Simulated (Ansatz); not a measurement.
```yaml
crystal:
  lattice:
    - [32.50000, 0.00000, 0.00000]
    - [0.00000, 32.50000, 0.00000]
    - [0.00000, 0.00000, 3.28245]
  atoms:
    - { symbol: P, position: [0.78683, 0.52754, 0.50000] }
    - { symbol: P, position: [0.82050, 0.56185, 0.00000] }
    - { symbol: P, position: [0.76746, 0.60723, 0.00000] }
    - { symbol: P, position: [0.79010, 0.64964, 0.50000] }
    - { symbol: P, position: [0.72641, 0.67824, 0.50000] }
    - { symbol: P, position: [0.73619, 0.72531, 0.00000] }
    - { symbol: P, position: [0.66702, 0.73481, 0.00000] }
    - { symbol: P, position: [0.66314, 0.78272, 0.50000] }
    - { symbol: P, position: [0.59411, 0.77235, 0.50000] }
    - { symbol: P, position: [0.57688, 0.81723, 0.00000] }
    - { symbol: P, position: [0.51356, 0.78783, 0.00000] }
    - { symbol: P, position: [0.48439, 0.82604, 0.50000] }
    - { symbol: P, position: [0.43192, 0.78000, 0.50000] }
    - { symbol: P, position: [0.39317, 0.80844, 0.00000] }
    - { symbol: P, position: [0.35579, 0.74947, 0.00000] }
    - { symbol: P, position: [0.31060, 0.76585, 0.50000] }
    - { symbol: P, position: [0.29135, 0.69874, 0.50000] }
    - { symbol: P, position: [0.24337, 0.70172, 0.00000] }
    - { symbol: P, position: [0.24381, 0.63191, 0.00000] }
    - { symbol: P, position: [0.19694, 0.62124, 0.50000] }
    - { symbol: P, position: [0.21703, 0.55439, 0.50000] }
    - { symbol: P, position: [0.17505, 0.53095, 0.00000] }
    - { symbol: P, position: [0.21317, 0.47246, 0.00000] }
    - { symbol: P, position: [0.17950, 0.43815, 0.50000] }
    - { symbol: P, position: [0.23254, 0.39277, 0.50000] }
    - { symbol: P, position: [0.20990, 0.35036, 0.00000] }
    - { symbol: P, position: [0.27359, 0.32176, 0.00000] }
    - { symbol: P, position: [0.26381, 0.27469, 0.50000] }
    - { symbol: P, position: [0.33298, 0.26519, 0.50000] }
    - { symbol: P, position: [0.33686, 0.21728, 0.00000] }
    - { symbol: P, position: [0.40589, 0.22765, 0.00000] }
    - { symbol: P, position: [0.42312, 0.18277, 0.50000] }
    - { symbol: P, position: [0.48644, 0.21217, 0.50000] }
    - { symbol: P, position: [0.51561, 0.17396, 0.00000] }
    - { symbol: P, position: [0.56808, 0.22000, 0.00000] }
    - { symbol: P, position: [0.60683, 0.19156, 0.50000] }
    - { symbol: P, position: [0.64421, 0.25053, 0.50000] }
    - { symbol: P, position: [0.68940, 0.23415, 0.00000] }
    - { symbol: P, position: [0.70865, 0.30126, 0.00000] }
    - { symbol: P, position: [0.75663, 0.29828, 0.50000] }
    - { symbol: P, position: [0.75619, 0.36809, 0.50000] }
    - { symbol: P, position: [0.80306, 0.37876, 0.00000] }
    - { symbol: P, position: [0.78297, 0.44561, 0.00000] }
    - { symbol: P, position: [0.82495, 0.46905, 0.50000] }
```

Level of theory: PBE (plane waves to 420 eV, PAW; Ansatz, an electronic-structure program). Mesh 1×1×10. No spin polarisation. Isolated but for its images some 11 Å away. A hypothetical model, rolled from the flat sheet. Only distortions within the start's symmetry and period were free.

Problem. Tabulate the two highest filled and two lowest empty levels along the axis, from the valence top.

Solution. 
```
k (2π/c)  v2 (eV)  v1 (eV)  c1 (eV)  c2 (eV)
--------  -------  -------  -------  -------
0.000       -0.04    -0.04     1.91     1.91
0.042       -0.03    -0.03     2.08     2.08
0.083       -0.01    -0.01     2.48     2.49
0.125        0.00     0.00     2.93     2.93
0.167       -0.01    -0.01     2.83     2.83
0.208       -0.03    -0.03     2.50     2.50
0.250       -0.09    -0.09     2.20     2.20
0.292       -0.08    -0.07     2.03     2.03
0.333       -0.07    -0.05     1.94     1.94
0.375       -0.12    -0.09     1.92     1.92
0.417       -0.25    -0.21     2.00     2.00
0.458       -0.44    -0.39     1.98     1.98
0.500       -0.61    -0.61     2.04     2.04
```
